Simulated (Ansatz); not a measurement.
# What a tighter setting buys: vacuum between outermost atoms (Å), a (001) slab of C (cut from a parent of space group no. 227; 12 atoms in the cell)

Cell: a = 2.5178 Å, b = 3.5607 Å, c = 23.7920 Å, α = 90.00°, β = 90.00°, γ = 135.00°.

Method: PBE, PAW files (plane waves; Ansatz, a first-principles code).

Base settings: basis.ecutwfc = 420 eV; kpoints.mp_grid.grid = 15 15 1; hamiltonian.xc = pbe; hamiltonian.pseudopotentials = {kind: paw} (the program's default PAW files); scf.occupations.method = cold; scf.occupations.width = 0.05 eV.

Misses are taken against the tightest run, 28.0, which need not be fully converged itself. The energy is the free energy per atom.

The count of work is k-points × plane waves × bands × iterations; it is no time, and leaves out set-up, grids and terms that scale otherwise. 

The starting cell comes from a database of computed structures (which also holds hypothetical and non-ambient phases and stackings), without a prior relaxation at this level. The slab is cut from that crystal, and its faces are unrelaxed. Spin polarisation is off, though cut faces can carry moments; the slab shows no gap. In the base run, forces exceed 1 eV/Å.

The runs (vacuum between outermost atoms (Å)): 3.0 | 4.0 | 5.0 | 6.0 | 8.0 | 10.0 | 12.0 | 14.0 | 15.0 | 18.0 | 22.0 | 28.0.

### Question
Which is the coarsest setting among those run that, with all tighter ones, holds the energy within 5 meV/atom of the reference, and what does it save?

### Answer
4.0, off by 1.9 meV/atom; it needs 0.33 of the reference's count of work.

### Question
Which is the coarsest setting among those run that, with all tighter ones, holds the energy within 1 meV/atom of the reference, and what does it save?

### Answer
5.0, off by 0.50 meV/atom; it needs 0.39 of the reference's count of work.

### Question
What does the step from 3.0 to 18.0 buy?

### Answer
It takes the miss in the energy from 8.7 to 0.02 meV/atom, for 2.4 times the count of work.

| vacuum between outermost atoms (Å) | energy less reference (meV/atom) | largest difference in the force on any atom (eV/Å) | count of work / reference |
|---|---|---|---|
| 3.0 | -8.73 | 0.193 | 0.31 |
| 4.0 | -1.95 | 0.046 | 0.33 |
| 5.0 | -0.50 | 0.014 | 0.39 |
| 6.0 | -0.13 | 0.004 | 0.38 |
| 8.0 | -0.02 | 0.001 | 0.43 |
| 10.0 | -0.02 | 0.001 | 0.48 |
| 12.0 | -0.02 | 0.001 | 0.52 |
| 14.0 | -0.01 | 0.001 | 0.56 |
| 15.0 | -0.01 | 0.002 | 0.60 |
| 18.0 | -0.02 | 0.002 | 0.74 |
| 22.0 | -0.01 | 0.002 | 0.85 |
| 28.0 | 0.00 | 0.000 | 1.0 |

Keys are those of Ansatz 0.2.
